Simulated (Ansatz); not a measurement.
The reference is SnS in the GeS type structure (space group Pnma, No. 62; a = 11.1550 Å, b = 3.9998 Å, c = 4.2614 Å). Axes: x, y, z lie along a, b, c of the conventional cell.

Calculations: PBE-D3(BJ), PAW, 420 eV (Ansatz, a program for electronic structure; no spin-orbit coupling).

Base values:

```
Item                    Value
-------------------  --------
Pressure             0.00 GPa
Band gap              0.70 eV
Smallest direct gap   0.85 eV
```

One thing is altered: uniaxial strain ε_zz = +1.63 %, all other strain components held at zero; the atoms relax in the strained cell.

What happens to the energy relative to the base, pressure, largest internal atomic displacement, band gap and smallest direct gap?

The energy grows by 0.8 meV/atom; the pressure (mean of the normal stresses, compression positive) goes from zero to -0.51 GPa; the largest internal atomic displacement amounts to 0.036 Å; the band gap grows by 0.065 eV (0.70 eV → 0.76 eV); the smallest direct gap rises by 0.055 eV, from 0.85 eV to 0.91 eV.

Whether these cells are dynamically stable was not tested.
